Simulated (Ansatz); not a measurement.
Base system: BP in the zinc blende structure (space group F-43m, No. 216; a = 4.548 Å).

(Cell as relaxed with PBE.)

Levels (all Ansatz, an electronic-structure program, PAW, earlier PAW set): PBE (420 eV, spin-orbit coupling left out); r2SCAN (500 eV, no spin-orbit coupling).

Each level relaxes its own structure.

```json
[
 {"base": "volume per atom", "PBE": "11.76 Å³", "r2SCAN": "11.67 Å³"},
 {"base": "lattice parameter a", "PBE": "4.548 Å", "r2SCAN": "4.536 Å"},
 {"base": "band gap", "PBE": "1.25 eV", "r2SCAN": "1.41 eV"}
]
```

Perturbation: cell and atoms relaxed at a pressure of 9 GPa.

| quantity | PBE | r2SCAN |
|---|---|---|
| shift of the gap caused by the change | -0.07 eV | ___ |
| hole mass (degenerate bands, along [100]) | 0.25, 0.25, 0.36 mₑ (at Γ) | ___ |
| lattice parameter a | 4.472 Å | ___ |

### Question
Predict the r2SCAN column.

### Answer

- shift of the gap caused by the change, r2SCAN: -0.07 eV
- hole mass (degenerate bands, along [100]), r2SCAN: 0.23, 0.23, 0.34 mₑ (at Γ)
- lattice parameter a, r2SCAN: 4.464 Å

PBE's lattice parameter a lies 0.0088 Å above r2SCAN's (0.2 %); the two agree on the shift of the gap caused by the change. Neither level is exact; r2SCAN is the comparison here, not a measurement.

Load acts through the strain it causes; cell and atoms are relaxed under it. Masses are band curvatures over ±0.01 Å⁻¹ around the edge. No phonon test of stability was made. Competing high-pressure phases were not computed.
